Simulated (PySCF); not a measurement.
PySCF 2.14.0, TPSS/def2-svp, df: C[SiH2][SiH2][SiH2]/C(C)=C/F, 21 atoms. The geometry is a generated start, not checked to be a minimum at this level.

```yaml
task: energy and gradient
method: tpss
basis: def2-svp
two_electron_scheme: density fitting
mol.max_memory: 7000 MB
mf.init_guess: minao (default)
mf.DIIS: CDIIS (default)
mf.diis_space: 8 (default)
mf.conv_tol: 1e-09 (default)
basis functions (reference run): 189
grid points (reference run): 1669864
```

```xyz
21

C      4.1248     0.5952    -0.7111
Si     2.7858    -0.4822    -0.0370
Si     0.7580     0.5830    -0.2561
Si    -0.8004    -0.8684     0.6201
C     -2.4992    -0.1272     0.4878
C     -3.2059    -0.2992    -0.8276
C     -3.0602     0.5156     1.5194
F     -4.2910     1.0547     1.4348
H      3.9669     0.8151    -1.7717
H      5.1010     0.1090    -0.6177
H      4.1796     1.5488    -0.1767
H      3.0474    -0.7759     1.3968
H      2.7584    -1.7739    -0.7725
H      0.7665     1.8749     0.4891
H      0.4734     0.8711    -1.6916
H     -0.7766    -2.1588    -0.1161
H     -0.5011    -1.1353     2.0518
H     -2.6459     0.1763    -1.6405
H     -4.2040     0.1529    -0.8172
H     -3.3359    -1.3605    -1.0671
H     -2.6418     0.6848     2.5031
```

The reference run has mf.grids.level = 8; it is not itself proven converged. Single runs; times are not shown.

Measured:

| setting | grid points | energy against the reference | difference in forces (largest component) |
|---|---|---|---|
| the reference | 1669864 | — | — |
| mf.grids.level = 6 | 958296 | under 0.001 meV/atom | 0.083 meV/Å |
| mf.grids.level = 5 | 652472 | −0.0011 meV/atom | 0.37 meV/Å |
| mf.grids.level = 4 | 434232 | under 0.001 meV/atom | 1.1 meV/Å |
| mf.grids.level = 3 (default) | 255784 | −0.0059 meV/atom | 13 meV/Å |
| mf.grids.level = 2 | 162056 | +0.0055 meV/atom | 12 meV/Å |
| mf.grids.level = 1 | 77392 | +0.085 meV/atom | 21 meV/Å |

### Question
How far does the result lie from the reference with mf.grids.level = 0?

### Answer
grid points: 18368; energy against the reference: +210 meV/atom; difference in forces (largest component): 700 meV/Å. Total energies are compared; such shifts often cancel in part in energy differences. The gradients leave out the derivatives of the grid weights.
